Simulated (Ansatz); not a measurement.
**SnSe2: strain tensor (xx, yy, zz, yz, xz, xy) = (+2.52, +0.10, −2.72, −1.16, −0.27, −1.22) %**

The parent structure is SnSe2 in the CdI2 type structure (space group P-3m1, No. 164; a = 3.826 Å, c = 6.231 Å; layered, stacked along the Cartesian z axis). Axes: x lies along a and z along c of the hexagonal cell.

It is then changed as follows: strain tensor (xx, yy, zz, yz, xz, xy) = (+2.52, +0.10, −2.72, −1.16, −0.27, −1.22) %; the atoms relax in the strained cell.

Level of theory: plane-wave PAW DFT at the r2SCAN+rVV10 level (Ansatz, a first-principles code, 500 eV), no spin-orbit coupling. Settings: 10×10×6 k-points, 0.05 eV Fermi–Dirac smearing.

```json
[
 {"quantity": "volume per atom", "base": "26.33 Å³", "changed": "26.28 Å³", "shift": "-0.05 Å³"},
 {"quantity": "shortest interatomic distance", "base": "2.713 Å", "changed": "2.698 Å", "shift": "-0.0156 Å"},
 {"quantity": "energy relative to the base (free energy F)", "base": "0 meV/atom", "changed": "+8.2 meV/atom", "shift": "+8.2 meV/atom"},
 {"quantity": "pressure (mean of the normal stresses, compression positive)", "base": "0.00 GPa", "changed": "-0.70 GPa", "shift": "-0.70 GPa"},
 {"quantity": "band gap (an upper bound: an edge found on the path is not a true extremum; the changed cell)", "base": "0.94 eV", "changed": "0.66 eV", "shift": "-0.28 eV"},
 {"quantity": "stress (xx, yy, zz, yz, xz, xy; compression positive)", "base": "–", "changed": "(-2.20, -0.38, 0.48, 0.28, 0.02, 0.95) GPa", "shift": "–"}
]
```

Cost of the whole job for the changed cell (relaxation, final SCF and bands): very roughly 14 core-minutes.

No phonon test of stability was made.
